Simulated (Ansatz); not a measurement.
## Pressure series in GaS

Start from GaS in the beta-GaS type structure (space group P6_3/mmc, No. 194; a = 3.5342 Å, c = 15.0389 Å; layered, stacked along the Cartesian z axis).

Cell and atoms are relaxed at each pressure.

All numbers come from DFT with PBEsol-D3(BJ), PAW potentials and a 420 eV plane-wave cutoff in Ansatz (a program for electronic structure), scalar-relativistic without spin-orbit coupling.

Candidates:
(a) pressure 3 GPa
(b) pressure 75 GPa
(c) pressure 30 GPa

For the base:

| Item | Value |
|---|---|
| c/a ratio | 4.255 |

Task: Order them by c/a ratio, lowest first.

Result: (a) pressure 3 GPa (4.182), (c) pressure 30 GPa (4.219), (b) pressure 75 GPa (4.782)

A case with no gap was solved on a k-mesh chosen for an insulator, which is coarse for it. Load acts through the strain it causes; cell and atoms are relaxed under it. Whether these cells are dynamically stable was not tested. Competing high-pressure phases were not computed. All final runs are without spin polarisation.
